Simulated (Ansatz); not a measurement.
Levels about the gap of amorphous In$_{18}$Ga$_{18}$Zn$_{18}$O$_{72}$ (126 atoms in a cell of 1622 Å³, 5.79 g/cm³; zone centre alone, so wide bands show as single levels with stretches between that a denser mesh fills), at the geometry that PBE relaxed, where it gives 0.1 GPa on a denser mesh. The participation number counts the atoms over which a state spreads; weights are charges in smoothed Voronoi cells. The levels come from a single point, so bond lengths are those of that geometry. Method of the levels: PBE, scalar-relativistic without spin-orbit coupling (Ansatz, an electronic-structure program). Sampling: the zone centre alone; Fermi-Dirac width 0.02 eV; no spin polarisation. At PBE the levels at the filled edge of the gap are localised (band-tail or defect states).

It comes from a melt-quench run on a machine-learned potential (CHGNet), relaxed afterwards by DFT. O atoms were pushed apart under 1.9 Å during the dynamics, to hinder bonds among them. The hot cell started wider than the set density and was brought back towards it in steps. It is the lowest in DFT energy of 4 quenches. It is a model cell: composition and starting density were chosen by hand, and all elements were melted together. No dispersion term was used. Its density started from a set value of 6.01 and ended at 5.79 g/cm³. The quench (nominally 170 K/ps over its main leg) was far faster than any real one, so the model tends to hold more defects than a real film. Values belong to this one cell and scatter from quench to quench. Volume and shape were free in the relaxation.

```json
[
 {"E - E(highest filled), eV": "-0.26", "filling": "filled", "participation number": "33.8", "largest on": "O, 3 neighbours", "weight O": "0.81", "weight In": "0.02", "weight Zn": "0.16", "weight Ga": "0.02"},
 {"E - E(highest filled), eV": "-0.22", "filling": "filled", "participation number": "27.1", "largest on": "O, 4 neighbours", "weight O": "0.82", "weight In": "0.02", "weight Zn": "0.15", "weight Ga": "0.01"},
 {"E - E(highest filled), eV": "-0.20", "filling": "filled", "participation number": "20.7", "largest on": "O, 3 neighbours", "weight O": "0.85", "weight In": "0.02", "weight Zn": "0.11", "weight Ga": "0.02"},
 {"E - E(highest filled), eV": "-0.18", "filling": "filled", "participation number": "15.2", "largest on": "O, 3 neighbours", "weight O": "0.85", "weight In": "0.02", "weight Zn": "0.12", "weight Ga": "0.01"},
 {"E - E(highest filled), eV": "-0.12", "filling": "filled", "participation number": "29.2", "largest on": "O, 3 neighbours", "weight O": "0.82", "weight In": "0.01", "weight Zn": "0.15", "weight Ga": "0.01"},
 {"E - E(highest filled), eV": "-0.02", "filling": "filled", "participation number": "10.6", "largest on": "O, 3 neighbours", "weight O": "0.81", "weight In": "0.02", "weight Zn": "0.17", "weight Ga": "0.01"},
 {"E - E(highest filled), eV": "0.00", "filling": "filled", "participation number": "8.3", "largest on": "O, 3 neighbours", "weight O": "0.87", "weight In": "0.01", "weight Zn": "0.11", "weight Ga": "0.01"},
 {"E - E(highest filled), eV": "0.69", "filling": "empty", "participation number": "111.7", "largest on": "In, 5 neighbours", "weight O": "0.50", "weight In": "0.22", "weight Zn": "0.15", "weight Ga": "0.13"},
 {"E - E(highest filled), eV": "2.72", "filling": "empty", "participation number": "29.4", "largest on": "In, 5 neighbours", "weight O": "0.59", "weight In": "0.29", "weight Zn": "0.06", "weight Ga": "0.06"},
 {"E - E(highest filled), eV": "2.92", "filling": "empty", "participation number": "52.9", "largest on": "In, 5 neighbours", "weight O": "0.59", "weight In": "0.23", "weight Zn": "0.10", "weight Ga": "0.08"},
 {"E - E(highest filled), eV": "3.06", "filling": "empty", "participation number": "52.4", "largest on": "In, 5 neighbours", "weight O": "0.58", "weight In": "0.20", "weight Zn": "0.12", "weight Ga": "0.10"},
 {"E - E(highest filled), eV": "3.11", "filling": "empty", "participation number": "67.2", "largest on": "In, 6 neighbours", "weight O": "0.61", "weight In": "0.23", "weight Zn": "0.08", "weight Ga": "0.09"},
 {"E - E(highest filled), eV": "3.19", "filling": "empty", "participation number": "78.6", "largest on": "In, 6 neighbours", "weight O": "0.59", "weight In": "0.21", "weight Zn": "0.09", "weight Ga": "0.12"},
 {"E - E(highest filled), eV": "3.30", "filling": "empty", "participation number": "79.3", "largest on": "In, 6 neighbours", "weight O": "0.59", "weight In": "0.18", "weight Zn": "0.13", "weight Ga": "0.09"}
]
```

Most localised among these is the filled level at +0.00 eV, on a O atom, which has 3 neighbours (Zn 1.91 Å, Zn 1.93 Å, In 2.07 Å).
